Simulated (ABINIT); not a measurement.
A self-consistent single point of Co (P6_3/mmc, 2 atoms in the cell) with ABINIT.

Level of theory: PBE, norm-conserving pseudopotentials (PseudoDojo nc-sr-05 PBE standard) (plane waves; ABINIT 10.0.3).

The change in words: lattice scaled by 0.98. Reference geometry:
```xyz
2
Lattice="1.2550 -2.1737 0.0000 1.2550 2.1737 0.0000 0.0000 0.0000 4.0700" Properties=species:S:1:pos:R:3 pbc="T T T"
Co     1.2550     0.7246     1.0175
Co     1.2550    -0.7246     3.0525
```
Moments meant for the start (each program seeds them in its own way; μB, in the order of the atoms Co Co): 2.0 2.0.

Reference input (self-consistent single point, DFT, PBE, plane waves, norm-conserving pseudopotentials (PseudoDojo nc-sr-05 PBE standard)): pseudos = [Co.upf]; ecut = 48 Ha; ixc = 11; nsppol = 2; occopt = 3; tsmear = 0.136 eV; ngkpt = 13 13 7; nshiftk = 1; shiftk = 0 0 0; potentials = PseudoDojo nc-sr-05 PBE standard; nband = 25; kptopt = 1. This run's input differs from it in these lines:

```diff
@@ -5,5 +5,5 @@
 rprim
-         1.2549999990   -2.1737237617    0.0000000000
-         1.2549999990    2.1737237617    0.0000000000
-         0.0000000000    0.0000000000    4.0700000000
+         1.2298999168   -2.1302491441    0.0000000000
+         1.2298999168    2.1302491441    0.0000000000
+         0.0000000000    0.0000000000    3.9886000000
 natom 2
@@ -13,4 +13,4 @@
 xcart
-         1.2549999990    0.7245745872    1.0175000000
-         1.2549999990   -0.7245745872    3.0525000000
+         1.2298999168    0.7100830480    0.9971500000
+         1.2298999168   -0.7100830480    2.9914500000
       Angstrom
```

Log, with long lists cut:

```
--- !BeginCycle
solver: {iscf: 7, nstep: 100, nline: 4, wfoptalg: 0, }
tolerances: {tolvrs: 1.00E-10, }
...

     iter   Etot(hartree)     deltaE(h) residm    vres2    magn
 ETOT  1  -305.82063888776    -3.06E+02 4.48E-01 5.11E+01 2.768
 ETOT  2  -306.04370242734    -2.23E-01 1.17E-01 1.70E+02 2.941
 ETOT  3  -306.07499978246    -3.13E-02 1.20E-02 1.10E+00 2.943
 ETOT  4  -306.07559068164    -5.91E-04 4.67E-03 1.92E-01 3.060
 ETOT  5  -306.07578402475    -1.93E-04 3.53E-03 3.76E-02 3.132
   [... 2 lines left out ...]
 ETOT  8  -306.07582152011    -2.02E-08 4.04E-04 4.68E-06 3.171
 ETOT  9  -306.07582152095    -8.38E-10 2.08E-04 1.06E-07 3.171
 ETOT 10  -306.07582152097    -2.55E-11 1.68E-04 2.11E-09 3.171
 ETOT 11  -306.07582152097     2.44E-12 1.25E-04 6.14E-11 3.171
 At SCF step   11       vres2   =  6.14E-11 < tolvrs=  1.00E-10 =>converged.

 Cartesian components of stress tensor (hartree/bohr^3)
  sigma(1 1)= -3.25264422E-04  sigma(3 2)=  0.00000000E+00
  sigma(2 2)= -3.25264420E-04  sigma(3 1)=  0.00000000E+00
  sigma(3 3)= -3.16479628E-04  sigma(2 1)=  0.00000000E+00

 Integrated electronic and magnetization densities in atomic spheres:
 Radius=ratsph(iatom), smearing ratsm=  0.0000. Diff(up-dn)=approximate z local magnetic moment.
 Atom    Radius    up_density   dn_density  Total(up+dn)  Diff(up-dn)
    1   2.00000     8.472217     6.804422     15.276639     1.667795
    2   2.00000     8.472217     6.804422     15.276639     1.667795
  Sum:             16.944434    13.608843     30.553277     3.335590
 Total magnetization (from the atomic spheres):             3.335590
   [... lines left out ...]
 Total magnetization (exact up - dn):                       3.170811
 Fermi (or HOMO) energy (hartree) =   0.47232   Average Vxc (hartree)=  -0.53000
   [... lines left out ...]
total_energy        : -3.06075821520972E+02
total_energy_eV     : -8.32874666967202E+03
band_energy         : -2.53466665332614E+01
...

-Cartesian components of stress tensor (GPa)         [Pressure=  9.4835E+00 GPa]
- sigma(1 1)= -9.56960806E+00  sigma(3 2)=  0.00000000E+00
- sigma(2 2)= -9.56960802E+00  sigma(3 1)=  0.00000000E+00
- sigma(3 3)= -9.31115057E+00  sigma(2 1)=  0.00000000E+00

 Calculation completed.
```

The run converged in 11 iterations. Against the reference run the free energy rises by 9.9 meV/atom, the pressure goes from -4.01 to 9.48 GPa and the size of the net moment goes from 1.63 to 1.59 μB/atom.

The starting cell has typed, rounded lattice constants, without a prior relaxation at this level. For this run, on top of that: lattice scaled by 0.98. The magnetic order is the one reached from the typed start; others were not searched systematically. With a pressure of about 9 GPa the cell is away from its equilibrium volume at this level.

Cost on one core of a shared machine: roughly 4 min.
